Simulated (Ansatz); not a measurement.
Relaxation of the outer planes of the (30-32) surface of hcp Lu in its 1x1 cell, outermost plane spacing 0.95 Å in the ideal cut.

These are PBE (plane waves to 420 eV, PAW; Ansatz, a program for electronic structure) values and carry that method's errors.

Set-up: 24 atoms, 10.4 Å thick at the start (thin: gaps and levels are the slab's own); mesh 11x3x1; 0.1 eV smearing; dipole correction on; all atoms relaxed; start symmetry kept, larger cells not searched; no spin, no spin-orbit, no U.

```
plane  atoms  bulk spacing to the next (Å)  relaxed spacing (Å)  change (%)  rumpling (Å)
-----  -----  ----------------------------  -------------------  ----------  ------------
1       2 Lu                         0.949                0.929        -2.1          0.02
2       2 Lu                         0.949                0.960         1.1          0.01
```
